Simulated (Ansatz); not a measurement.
Pair distribution function (total) of C (diamond structure; diamond), cell C216, started from the crystal, held near 2 GPa [in the run: it stayed crystalline; mean temperature 294 K (target 300 K); density 3.50 g/cm³; Γ point only, which a denser mesh shifts by -0.2 GPa in pressure and 0.01 eV/Å in forces], from MD at 294 K. Calculation: PBE (plane waves, PAW; Ansatz, a first-principles code). Volume per atom 5.70 Å³, mean pressure 2.2 GPa. 

```csv
r (Å),g(r)
0.86,0.00
0.90,0.00
0.94,0.00
0.98,0.00
1.02,0.00
1.06,0.00
1.10,0.00
1.14,0.00
1.18,0.00
1.22,0.00
1.26,0.00
1.30,0.00
1.34,0.00
1.38,0.00
1.42,0.00
1.46,0.30
1.50,3.70
1.54,8.85
1.58,5.16
1.62,0.90
1.66,0.05
1.70,0.00
1.74,0.00
1.78,0.00
1.82,0.00
1.86,0.00
1.90,0.00
1.94,0.00
1.98,0.00
2.02,0.00
2.06,0.00
2.10,0.00
2.14,0.00
2.18,0.00
2.22,0.00
2.26,0.00
2.30,0.00
2.34,0.00
2.38,0.01
2.42,0.23
2.46,2.19
2.50,7.14
2.54,8.04
2.58,3.24
2.62,0.46
2.66,0.03
2.70,0.00
2.74,0.00
2.78,0.00
2.82,0.01
2.86,0.30
2.90,1.99
2.94,5.29
2.98,5.44
3.02,2.13
3.06,0.33
3.10,0.02
3.14,0.00
3.18,0.00
3.22,0.00
3.26,0.00
3.30,0.00
3.34,0.00
3.38,0.00
3.42,0.00
3.46,0.06
3.50,0.47
3.54,1.56
3.58,1.99
3.62,1.03
3.66,0.21
3.70,0.02
3.74,0.00
3.78,0.09
3.82,0.77
3.86,2.60
3.90,3.38
3.94,1.75
3.98,0.36
4.02,0.03
4.06,0.00
4.10,0.00
4.14,0.00
4.18,0.00
4.22,0.01
4.26,0.15
4.30,1.16
4.34,3.89
4.38,5.29
4.42,2.97
```

**Question.** Read off where the first shell ends and the number of neighbours in it.

**Answer.** g is nil from 1.7 to 2.3 Å, so any cut there serves; 4.0 neighbours in the shell, from n = 4πρ∫r²g(r)dr.
